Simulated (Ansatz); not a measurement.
## Step by step: formation energy of the neutral V_N in YN (rock salt, Fm-3m)

Subject: the formation energy of the neutral V_N in YN (rock salt, Fm-3m). Reaction: 8 YN (rock salt) → cell A + 1/2 N2 (gas).

A: a supercell of 16 sites of YN (rock salt, Fm-3m) with one empty N site amid 6 Y; an odd number of electrons; spin state with PBE: no moments.

Ansatz (a program for electronic structure) with PAW potentials; structures come from PBE relaxations, nuclei static, no net charge. Ansatz runs with its default PAW set. Other levels take these structures. The lattices are those relaxed with PBE, so at other levels the solids can be strained. A dispersion term (D3(BJ), or D4 for r2SCAN) was computed beside these levels and is taken off wherever the name lacks it. The cell is small for its defects, so this is an ordered compound on the host's lattice rather than an isolated defect. The value holds for the reservoirs listed; other chemical potentials shift it. Cell A has symmetry Fm-3m within 0.02 Å and got no random move, so less symmetric positions, which may lie lower, weren't tried.

Total energies of the cells in eV, at zero smearing width. They compare only within one column; the weights balance every element.

| cell | atoms | weight | r2SCAN |
|---|---|---|---|
| A: YN:V_N | 15 | +1 | -33598.78069 |
| YN (rock salt) | 16 | −1 | -33987.80893 |
| N2 (gas) | 2 | +1/2 | -769.61785 |

r2SCAN: (-33598.78069) − (-33987.80893) + 1/2 × (-769.61785) = 4.219 eV.

What follows from the r2SCAN value: The value above is the N-rich limit, with N2 (gas) as reservoir. The host forms with -1.98 eV/atom at this level, so before it gives way to its other element Δμ(N) can go down to -1.98 × 2 = -3.96 eV (other compounds may narrow the range). The defect releases 1 N, so the N-poor limit is 4.22 + 1 × (-3.96) = 0.26 eV.
